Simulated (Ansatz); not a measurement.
Start from Ca3P2 (space group P-3m1, No. 164; a hypothetical phase, not in the database extracts checked).

```xyz
5
Lattice="4.6700 0.0000 0.0000 -2.3350 4.0444 0.0000 0.0000 0.0000 7.0193" Properties=species:S:1:pos:R:3 pbc="T T T"
P      0.0000     2.6963     1.6163
P      2.3350     1.3481     5.4031
Ca     0.0000     0.0000     0.0000
Ca     0.0000     2.6963     4.6319
Ca     2.3350     1.3481     2.3874
```

Cartesian axes are those of the cell as printed.

All numbers come from r2SCAN in Ansatz (plane waves to 500 eV, PAW, scalar-relativistic without spin-orbit coupling).

Strains are applied to the cell and any free atomic positions relax; under biaxial strain the out-of-plane vector relaxes too.

One change was made to it. Results:

The valence-band top at Γ (three highest levels, from the VBM) goes from 0.00, -0.76, -0.76 eV to 0.00, -0.76, -0.81 eV; the smallest direct gap falls by 0.15 eV (2.56 eV → 2.41 eV).

Which of these changes matches the shifts?
A) tensor shear ε_yz = −1.45 %
B) uniaxial strain ε_yy = +1.85 %
C) biaxial strain +4.13 %, plane normal [001], relaxed out of plane

B, uniaxial strain ε_yy = +1.85 %. For comparison, the valence-band top at Γ in the other runs: biaxial strain +4.13 %, plane normal [001], relaxed out of plane gives 0.00, -1.25, -1.25 eV; tensor shear ε_yz = −1.45 % gives 0.00, -0.75, -0.78 eV.

Whether these cells are dynamically stable was not tested.

Ansatz is a first-principles code.
